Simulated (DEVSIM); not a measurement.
Structure: Si n-i-p diode, at 350 K.

| layer (left to right) | material | thickness (μm) | Nd (cm⁻³) | Na (cm⁻³) | τn (s) | τp (s) |
|---|---|---|---|---|---|---|
| 1 | Si | 0.130 | 1.3e19 | - | 1.5e-7 | 1.5e-7 |
| 2 | Si | 4.60 | - | 7.5e13 | 1.5e-7 | 1.5e-7 |
| 3 | Si | 4.30 | - | 1e18 | 1.5e-7 | 1.5e-7 |

Left contact: ohmic. Right contact: ohmic. Voltage is applied to the left contact. Recombination: SRH at mid-gap, radiative, Auger. Mobility is μmin + (μ − μmin)/(1 + (N/Nref)^α).

This is a model device: material constants are rounded textbook-type values typed into the input, and sizes, dopings and lifetimes were drawn at random. Values at 300 K; Nc and Nv go as T^1.5, mobilities as T to minus their exponent, the gap by Varshni's rule with the affinity fixed.

```tsv
parameter	Si
gap (eV)	1.124
affinity (eV)	4.05
permittivity	11.7
Nc (cm⁻³)	2.86e19
Nv (cm⁻³)	3.1e19
μn (cm²/Vs)	1417
μp (cm²/Vs)	470
μn,min	52
μp,min	45
Nref,n	9.7e16
Nref,p	2.2e17
αn	0.68
αp	0.72
T exponent of μn	2.3
T exponent of μp	2.2
B (cm³/s)	4.7e-15
Cn (cm⁶/s)	2.8e-31
Cp (cm⁶/s)	9.9e-32
Varshni α (eV/K)	0.000473
Varshni β (K)	636
```

Simulated with DEVSIM: 1D drift-diffusion, Boltzmann statistics, complete ionisation; no tunnelling, impact ionisation, image-force lowering or self-heating.

Base results: dark forward voltage at 100 A/cm² (V) 0.771; dark forward voltage at 1 A/cm² (V) 0.558; potential step across the device at zero bias (V) 0.969.

Task: What follows from this one change: doping Na of layer 3 1e+18 → 3e+16 cm^-3?

Result: dark forward voltage at 100 A/cm² 0.771 → 0.672 V; dark forward voltage at 1 A/cm² 0.558 → 0.503 V; potential step across the device at zero bias 0.969 → 0.864 V.

Task: What follows from this one change: temperature 350 → 500 K?

Result: dark forward voltage at 100 A/cm² 0.771 → 0.537 V; dark forward voltage at 1 A/cm² 0.558 → 0.236 V; potential step across the device at zero bias 0.969 → 0.817 V.

Task: What follows from this one change: thickness of layer 3 4.3 → 7.3 μm?

Result: dark forward voltage at 100 A/cm² 0.771 → 0.778 V; dark forward voltage at 1 A/cm² little changed (0.559 V); potential step across the device at zero bias little changed (0.969 V).

Task: What follows from this one change: constant mobility in place of the doping-dependent one?

Result: dark forward voltage at 100 A/cm² 0.771 → 0.730 V; dark forward voltage at 1 A/cm² 0.558 → 0.547 V; potential step across the device at zero bias little changed (0.969 V).
